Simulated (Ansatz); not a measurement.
Rock-salt LaS, treated with rVV10 in Ansatz (plane waves, PAW).

Settings: plane-wave cutoff 520 eV, 16×16×16 k mesh, Fermi–Dirac smearing 0.05 eV, scalar-relativistic PAW data made under PBE.

Cell (relaxed at this level):

```
CELL_PARAMETERS angstrom
      0.00000     2.96158     2.96158
      2.96158     0.00000     2.96158
      2.96158     2.96158     0.00000
ATOMIC_POSITIONS crystal
  La 0.00000 0.00000 0.00000
  S  0.50000 0.50000 0.50000
```

Problem. What does this level give for the bulk modulus and pressure derivative B′ of the bulk modulus?

Solution. 
- bulk modulus = 80.3 GPa
- pressure derivative B′ of the bulk modulus = 4.5

The run finds no gap.

Note: the relaxation could not lower the start's symmetry, so the cell can be a saddle point above a distorted one.

Spin–orbit coupling is not included; it can open a gap where bands touch, and shift volumes and moduli.

The computed numbers hold no vibrational or temperature effects.

Ansatz is a quantum-chemistry and plane-wave program.
